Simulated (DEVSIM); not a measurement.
Structure: Ru/SiO2/n-Si capacitor, at 300 K.

| layer (left to right) | material | thickness (nm) | Nd (cm⁻³) |
|---|---|---|---|
| 1 | SiO2 | 1.00 | - |
| 2 | Si | 6500 | 7.8e15 |

Metal gate on the left, work function 4.7 eV. Fixed charge at the semiconductor interface -8.4e10 cm⁻² (in units of +e); no interface traps.

Constants are typed, rounded textbook-type inputs, not results; the design itself was drawn at random and stands for no fabricated device. Values at 300 K.

```
parameter      SiO2       Si
-------------  ----  -------
gap (eV)          9    1.124
affinity (eV)   0.9     4.05
permittivity    3.9     11.7
Nc (cm⁻³)         -  2.86e19
Nv (cm⁻³)         -   3.1e19
```

DEVSIM, 1D Poisson equation in equilibrium, Boltzmann statistics, complete ionisation; no quantum confinement or tunnelling. Metal contacts follow the ideal Schottky-Mott rule: no Fermi-level pinning, no interface dipoles.

The substrate doping was swept, all else fixed.

```json
[
 {"substrate doping (cm^-3)": "3.9e14", "threshold voltage (band bending 2φF) (V)": "-0.18", "minimum of the low-frequency capacitance (μF/cm²)": "0.00896", "flat-band voltage (V)": "0.36"},
 {"substrate doping (cm^-3)": "7.8e14", "threshold voltage (band bending 2φF) (V)": "-0.20", "minimum of the low-frequency capacitance (μF/cm²)": "0.0122", "flat-band voltage (V)": "0.38"},
 {"substrate doping (cm^-3)": "1.6e15", "threshold voltage (band bending 2φF) (V)": "-0.22", "minimum of the low-frequency capacitance (μF/cm²)": "0.0169", "flat-band voltage (V)": "0.40"},
 {"substrate doping (cm^-3)": "3.9e15", "threshold voltage (band bending 2φF) (V)": "-0.25", "minimum of the low-frequency capacitance (μF/cm²)": "0.0256", "flat-band voltage (V)": "0.42"},
 {"substrate doping (cm^-3)": "7.8e15", "threshold voltage (band bending 2φF) (V)": "-0.27", "minimum of the low-frequency capacitance (μF/cm²)": "0.0347", "flat-band voltage (V)": "0.44"},
 {"substrate doping (cm^-3)": "1.6e16", "threshold voltage (band bending 2φF) (V)": "-0.29", "minimum of the low-frequency capacitance (μF/cm²)": "0.0471", "flat-band voltage (V)": "0.46"}
]
```

From the first row to the last the threshold voltage (band bending 2φF) goes from -0.18 to -0.29. From the first row to the last the minimum of the low-frequency capacitance goes from 0.00896 to 0.0471.
